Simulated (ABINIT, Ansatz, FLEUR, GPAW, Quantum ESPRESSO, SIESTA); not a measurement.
# One structure in several programs: CsPbCl₃ (Pm-3m, 5 atoms in the cell)

Self-consistent single point.

```
CsPbCl3
1.0
    5.71098     0.00000     0.00000
    0.00000     5.71098     0.00000
    0.00000     0.00000     5.71098
Cs Pb Cl
1 1 3
Direct
  0.00000   0.00000   0.00000
  0.50000   0.50000   0.50000
  0.50000   0.00000   0.50000
  0.00000   0.50000   0.50000
  0.50000   0.50000   0.00000
```

Shared settings, as Ansatz (an electronic-structure program) writes them: kpoints.mp_grid.grid = 2 2 2; scf.occupations.method = fermi_dirac; scf.occupations.width = 0.02 eV. Potentials and cutoffs stand in the table.

```tsv
code	model	pressure (GPa)	gap on the mesh (eV)	cutoff
FLEUR	PBE, all-electron FLAPW (FLEUR), scalar-relativistic valence	–	2.112	Kmax 4 1/bohr
SIESTA	GGA PBE, numerical atomic orbitals DZP, PseudoDojo PBE standard norm-conserving potentials (rewritten from UPF to PSML)	0.47	2.037	grid 350 Ry
Quantum ESPRESSO	PBE, PseudoDojo standard norm-conserving (PBE) pseudopotentials	1.33	2.102	65 Ry
GPAW	PBE, GPAW PAW datasets PBE (gpaw-data 1.0.1)	1.28	2.039	600 eV
ABINIT	PBE, PAW (JTH v2.0 PBE PAW)	1.26	2.104	52 Ry
Ansatz	PBE, default PAW files	1.36	2.099	420 eV
```

A dash marks a value that a program does not give, or that is left out as unsure.

Gaps are read on the mesh.

On Ansatz's run: spin-orbit coupling is off.

The spread over the programs that give each value: pressure within 0.89 GPa; gap on the mesh within 0.075 eV.

SIESTA uses small atom-centred bases, whose incompleteness enters pressures, forces and empty levels differently from a plane-wave cutoff. FLEUR treats all electrons, but the usual bases taken here (sphere radii, linearisation, local orbitals, empty states) were not tested for convergence, so the values are no reference for the others. Ansatz's pressure is given at a fixed set of plane waves, as the other plane-wave codes print theirs.

On the base mesh (5 5 5) the same programs gave: Ansatz pressure 0.26 GPa; Quantum ESPRESSO pressure 0.22 GPa; ABINIT pressure 0.16 GPa; GPAW pressure 0.15 GPa; SIESTA pressure -0.71 GPa.

The values differ from the base mesh's, so the mesh still matters here: the table compares the programs at equal settings.

The starting cell has typed, rounded lattice constants, without a prior relaxation at this level. Its lattice was rescaled by a random factor within 2.5 % of one.

Left out of this page: CP2K (on another mesh); Elk (not drawn, or without a comparable value).

Keys are those of Ansatz 0.2.
